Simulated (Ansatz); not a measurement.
Consider interstitial Mg in monoclinic ZrO2, charge state +2. Computed with PBE, PAW (plane waves to 420 eV; Ansatz, a first-principles code).

96-site cell at the relaxed PBE lattice, the Γ point alone, smearing 0.01 eV, spin-restricted, no finite-size correction. Static, classical nuclei. The charge state is imposed; whether it is stable for some Fermi level was not computed. Sites that were not tried may lie lower.

Barriers: single points on a 2×2×2 k-point mesh shifted by half a step at the bands' geometries.

The step: several atoms move together, Mg the farthest; the atom moves 3.48 Å along (0.00, 0.42, 0.50) of the unit cell; the moving atom starts with neighbours O at 1.91, O at 1.95, 2 O at 2.03, O at 2.11 Å and ends with O at 1.91, O at 1.95, 2 O at 2.03, O at 2.11 Å.

Task: Give the migration barrier of this step at the level PBE, PAW.

Result: 56.7 kcal/mol, the same both ways. At the saddle the moving atom has neighbours O at 1.79, O at 1.82, O at 1.88, O at 1.93 Å. The saddle point's order was not checked.
